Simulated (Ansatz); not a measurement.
CaO (Fm-3m) under hydrostatic pressure (compression positive): electron conductivity mass by PBE, rigid bands (plane waves, PAW, scalar-relativistic; Ansatz, a program for electronic structure). The unloaded cell, whose axes the loads refer to:

```xyz
2
Lattice="0.0000 2.3836 2.3836 2.3836 0.0000 2.3836 2.3836 2.3836 0.0000" Properties=species:S:1:pos:R:3 pbc="T T T"
Ca     0.0000     0.0000     0.0000
O      2.3836     2.3836     2.3836
```

```
hydrostatic pressure (compression positive) (GPa)  volume per atom (Å³)  electron conductivity mass (mₑ)
-------------------------------------------------  --------------------  -------------------------------
-6.6                                                              14.46                                ?
-4.4                                                              14.12                            0.585
-2.2                                                              13.81                            0.576
0                                                                 13.54                            0.568
2.2                                                               13.30                            0.561
4.4                                                               13.07                            0.555
8.8                                                               12.68                            0.544
13.2                                                              12.34                            0.534
```

Question: Fit a straight line to ln(electron conductivity mass) against the load over the rows given, and predict the row at -6.6 GPa.

Answer: The means are x̄ = 3.143 GPa and ȳ = -0.5795; Σ(x − x̄)(y − ȳ) = -1.180 and Σ(x − x̄)² = 230.9, so the slope is -0.511 % per GPa, and the rows given lie within 0.48 % of the line. At -6.6 GPa the line gives 0.589 mₑ; the calculation gives 0.594 mₑ, 0.88 % from it.

Masses are for dilute carriers at 300 K, harmonic means over directions unless an axis is named. Spin-orbit coupling is left out. Stresses and pressures are the targets of the relaxation. The structure type is held at every load. Geometry: cell and atoms relaxed with PBEsol.
